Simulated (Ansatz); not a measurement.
Consider AlN in the zinc blende structure (space group F-43m, No. 216).

```xyz
2
Lattice="0.0000 2.1711 2.1711 2.1711 0.0000 2.1711 2.1711 2.1711 0.0000" Properties=species:S:1:pos:R:3 pbc="T T T"
Al     0.0000     0.0000     0.0000
N      1.0856     1.0856     1.0856
```

Level of theory: DFT with LDA, PAW potentials and a 420 eV plane-wave cutoff in Ansatz (a quantum-chemistry and plane-wave program), no SOC.

One change was made to it. Results:

The shortest interatomic distance decreases by 0.006 Å (1.880 Å → 1.874 Å); the band gap is nearly the same (3.25 eV against 3.26 eV).

Question: Name the change that was made.
A. pressure 2.1 GPa
B. pressure 22.5 GPa
C. pressure 15 GPa

Answer: A, pressure 2.1 GPa. For comparison, the shortest interatomic distance in the other runs: pressure 15 GPa gives 1.841 Å; pressure 22.5 GPa gives 1.825 Å.

Load acts through the strain it causes; cell and atoms are relaxed under it. Whether these cells are dynamically stable was not tested. Tetrahedral semiconductors of this kind turn to denser phases somewhere between about 1 and 50 GPa; those were not computed, so compressed cells here can lie past the real transition. This is not the structure that AlN has at room temperature and ambient pressure.
